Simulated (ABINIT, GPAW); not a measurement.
An ABINIT input for a self-consistent single point of MoIr3 (P6_3/mmc, 8 atoms in the cell) (DFT, LDA (PW92), plane waves, norm-conserving pseudopotentials (PseudoDojo nc-sr-04 LDA standard)):

```
# MoIr3, PseudoDojo nc-sr-04 LDA standard
pp_dirpath "./"
pseudos "Ir.upf, Mo.upf"
acell 3*1.0 Angstrom
rprim
         5.4869997745    0.0000000523    0.0000000000
        -2.7434999326    4.7518811691    0.0000000000
         0.0000000000    0.0000000000    4.3850000000
natom 8
ntypat 2
znucl 77 42
typat 1 1 1 1 1 1 2 2
xcart
         5.1844633528    5.9805162373    2.0716122641
        -2.5870473128    7.4801350872    6.2148367924
         2.5974161540    1.4996189488    2.0716122641
        -0.0000000286    2.9992378480    6.2148367924
         7.7715106371    1.4996189981    2.0716122641
         2.5870471702    7.4801351365    6.2148367924
        -0.0000000571    5.9865026906    2.0716122641
         5.1844633813    2.9932513947    6.2148367924
ecut 1088 eV
ixc 7
occopt 7
tsmear 0.00999582
nband 81
kptopt 1
ngkpt 5 5 5
nshiftk 1
shiftk 0 0 0
nstep 50
toldfe 1.0e-09
prtwf 0
prtden 0
prtvol 1
enunit 2
```

Problem. Write the same calculation as an input for GPAW.

Solution. This is the input that was run; spellings and numerical settings could be chosen otherwise.

```python
from ase import Atoms
from ase.units import GPa
from gpaw import GPAW, PW

atoms = Atoms(['Ir', 'Ir', 'Ir', 'Ir', 'Ir', 'Ir', 'Mo', 'Mo'],
              cell=[[5.487000, 0.000000, 0.000000],
                    [-2.743500, 4.751881, 0.000000],
                    [0.000000, 0.000000, 4.385000]],
              scaled_positions=[[0.833000, 0.666000, 0.250000],
                                [0.167000, 0.833000, 0.750000],
                                [0.334000, 0.167000, 0.250000],
                                [0.167000, 0.334000, 0.750000],
                                [0.833000, 0.167000, 0.250000],
                                [0.666000, 0.833000, 0.750000],
                                [0.333333, 0.666667, 0.250000],
                                [0.666667, 0.333333, 0.750000]],
              pbc=True)

calc = GPAW(mode=PW(600),
            xc='LDA',
            kpts=(5, 5, 5),
            occupations={'name': 'methfessel-paxton', 'width': 0.272, 'order': 0},
            nbands=-16,
            convergence={'forces': 0.001},
            symmetry={'symmorphic': False, 'tolerance': 0.0005},
            maxiter=120,
            txt='-')

atoms.calc = calc

energy = atoms.get_potential_energy()
print('Energy (eV):', round(energy, 6))
forces = atoms.get_forces()
print('Forces (eV/Ang):')
print(forces.round(5))
stress = atoms.get_stress()
print('Stress (GPa, Voigt):', (stress / GPa).round(4))
```

Basis settings and potentials, where a program has them, do not carry over. This input uses DFT LDA (Perdew-Wang 92), plane waves, GPAW PAW datasets LDA (gpaw-data 1.0.1). LDA parametrisations can differ slightly between programs.

The starting cell comes from a database of published, mostly measured structures (it also holds non-ambient and calculated ones), without a prior relaxation at this level.
